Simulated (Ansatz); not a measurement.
The starting structures come from a database of crystals and need not be the phases stable at ambient conditions.

The decay constant κ of evanescent states in the gap governs leakage through a thin film.

Here is the system:

```
CELL_PARAMETERS angstrom
      4.00664     0.00000     0.00000
      0.00000     4.00664     0.00000
      2.00332     2.00332     2.83312
ATOMIC_POSITIONS crystal
  Mg 0.00000 0.00000 0.00000
  S  0.25000 0.75000 0.50000
```

Space group of this cell: F-43m, zinc blende. The cell is taken as given.

Transport runs along the normal of the first two printed cell vectors, the (001) plane of the conventional cell.

The gap is the functional's own, uncorrected, and κ follows it; spin-orbit coupling is left out. Mid-gap values are interpolated between the computed energies.

Q: Predict the band gap and the smallest decay constant κ at mid-gap from PBEsol (Ansatz, a first-principles code).

A: Gap 3.28 eV on a 10×10×10 mesh; κ = 0.240 1/Å, at the zone centre.
